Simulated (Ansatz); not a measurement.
The starting structures come from a database of crystals and need not be the phases stable at ambient conditions.

Tunnelling through a barrier is set by its complex band structure: the current falls as exp(−2κd) with the smallest κ.

```
O3Te
1.0
    5.21942     0.00088     0.00928
   -2.60681     4.52182     0.00928
    0.83651     1.44808     4.82618
Te O
2 6
Direct
  0.83352   0.16648   0.00000
  0.16648   0.83352   0.00000
  0.95105   0.57348   0.77239
  0.04895   0.42652   0.22761
  0.42652   0.04895   0.22761
  0.57348   0.95105   0.77239
  0.80509   0.80509   0.22961
  0.19491   0.19491   0.77039
```

Space group of this cell: C2/m. The cell was relaxed by PBE-D3(BJ); by r2SCAN its mean pressure is -5.0 GPa.

Transport runs along the normal of the first two printed cell vectors.

The gap is the functional's own. No spin-orbit coupling. Mid-gap values are interpolated on the energy grid.

Task: Estimate the band gap and the smallest decay constant κ at mid-gap that r2SCAN (Ansatz, a quantum-chemistry and plane-wave program) returns for this system.

Result: Gap 2.62 eV on a 8×8×6 mesh; κ = 0.314 1/Å, at the zone centre.
